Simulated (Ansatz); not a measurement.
An Ansatz (a program for electronic structure) input (PBEsol (Ansatz, PAW, spin-orbit coupling left out)):

Ansatz 0.2 input:
```yaml
crystal:
  lattice:
    - [3.9937002722, 0, 0]
    - [0, 3.9937002722, 0]
    - [0, 0, 3.9579713433]
  atoms:
    - { symbol: Ba, position: [0, 0, 0] }
    - { symbol: Ti, position: [0.5, 0.5, 0.5] }
    - { symbol: O, position: [0.5, 0, 0.5] }
    - { symbol: O, position: [0, 0.5, 0.5] }
    - { symbol: O, position: [0.5, 0.5, 0] }
basis: { ecutwfc: 420, ecutrho_ratio: 4, xc_grid: 2, fft_grid_basis: typed }
kpoints: { mp_grid: { grid: [8, 8, 8] } }
hamiltonian:
  xc: pbesol
  dispersion: none
  pseudopotentials: { kind: paw }
scf: { occupations: { method: fermi_dirac, width: 0.05 } }
relax: { f_tol: 0.005, max_steps: 50, cell: { stress_tol: 0.01, fix: [a, b, gamma] } }
output: { forces: true, stress: true }
checkpoint: { write: state.ck, write_every: 1000 }
```

Q: Which symmetry and how many k-points will the program report, and about how many plane waves at Γ?

A: Space group P4/mmm (ITA 123) with 16 operations, k-points 75 of 512, and 1229 plane waves at Γ.

Q: And the final pressure?

A: -1.37 GPa (compression positive).

The cells carry an imposed strain or load. Whether these cells are dynamically stable was not tested. The final runs are not spin-polarised. The cell was made from BaTiO$_{3}$ in the cubic perovskite structure (space group Pm-3m, No. 221) by this change: biaxial strain +0.60 %, plane normal [001], relaxed out of plane. Many cubic perovskites are stable only at high temperature; tilts and polar distortions were not tested. This is not the structure that BaTiO3 has at room temperature and ambient pressure.
